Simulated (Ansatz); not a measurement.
**Effect of Te on a S site on FeS2**

The reference is a 24-atom supercell of FeS2 (space group Pnnm, No. 58; a = 4.367 Å, b = 5.333 Å, c = 3.344 Å; non-magnetic) at its relaxed geometry.

It is then changed as follows: one S atom is replaced by Te, atoms relaxed at fixed cell, starting from a slightly rattled geometry.

Calculations: PBEsol, PAW, 420 eV (Ansatz, a quantum-chemistry and plane-wave program; spin-orbit coupling left out), earlier PAW set. Settings: 4×4×4 k-points, 0.01 eV Fermi–Dirac smearing.

| quantity | base | changed | shift |
|---|---|---|---|
| gap of the supercell | 0.96 eV | 0.77 eV | -0.19 eV |
| total moment of the cell | – | 0.0 μB | – |
| largest displacement of a host atom from its site in the perfect cell | – | 0.16 Å | – |
| mean distance from the defect site to its nearest host atoms | 2.20 Å | 2.34 Å | +0.133 Å |

The magnetic state is the one reached from the starting moments; the real material's order can differ, and small cells can't hold many antiferromagnetic ones. In so small a cell the defect repeats every few ångströms: this is an ordered compound, not a dilute defect. Spin-orbit coupling, missing from the scalar runs, can matter with Te. Seeded moments were not kept for Te on a S site and the base. Spin-polarised in the final run: Te on a S site; the other runs are not. The defect cell is spin-polarised and ends with 0.0 μB.
